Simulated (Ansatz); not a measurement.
Band structure of Ag2ZnSe4Si (I-42m, 8 atoms in the cell).

```
ZnSi(AgSe2)2
1.0
   -2.88386     2.88386     5.66473
    2.88386    -2.88386     5.66473
    2.88386     2.88386    -5.66473
Ag Zn Se Si
2 1 4 1
Cartesian
  2.88386   0.00000   2.83236
  0.00000   2.88386   2.83236
  0.00000   0.00000   0.00000
  1.47077  -1.47077   7.16021
  1.41309   1.41309  -1.49549
  1.47077   1.47077   4.16924
 -1.47077   1.47077   7.16021
  0.00000   0.00000   5.66473
```

Computed with LDA (PW92), default PAW files made with PBE (plane waves; Ansatz, a quantum-chemistry and plane-wave program).

Settings: kpoints.mp_grid.grid = 4 4 4; hamiltonian.xc = lda; hamiltonian.pseudopotentials = {kind: paw} (the program's default PAW files); scf.occupations.method = cold; scf.occupations.width = 0.136 eV; kpoints.band_path.npoints = 10.

The starting cell was generated: these elements placed on a structure prototype, without a prior relaxation; it need not be a known phase or ordering of this composition. The run gives no clean gap (levels at the Fermi energy touch, overlap or are partly filled at this smearing), which alone does not show that the compound is a metal.

Levels in eV from the Fermi level, bands 56 to 63:
| point | 56 | 57 | 58 | 59 | 60 | 61 | 62 | 63 |
|---|---|---|---|---|---|---|---|---|
| Γ | -2.41 | -0.44 | 0.07 | 0.18 | 0.18 | 1.53 | 2.64 | 2.94 |
| X | -1.64 | -0.46 | -0.36 | -0.30 | -0.19 | 1.62 | 2.48 | 3.40 |
| Y | -1.57 | -0.88 | -0.84 | -0.39 | 0.37 | 2.15 | 2.50 | 3.32 |
| S | -1.85 | -1.63 | -1.11 | -0.55 | 1.12 | 2.09 | 2.55 | 3.08 |
| Z | -2.24 | -1.65 | -0.77 | -0.77 | 0.86 | 1.47 | 1.83 | 1.83 |
| S1 | -1.85 | -1.63 | -1.11 | -0.55 | 1.12 | 2.09 | 2.55 | 3.08 |
| N | -1.68 | -1.41 | -1.07 | -0.87 | 1.21 | 2.51 | 2.81 | 3.27 |
| P | -1.11 | -1.11 | -0.43 | -0.33 | 0.22 | 1.45 | 3.13 | 3.13 |
| Y1 | -1.57 | -0.88 | -0.84 | -0.39 | 0.37 | 2.15 | 2.50 | 3.32 |

Bands cross the Fermi level along this path, so the cell is metallic at this level.

Keys are those of Ansatz 0.2.
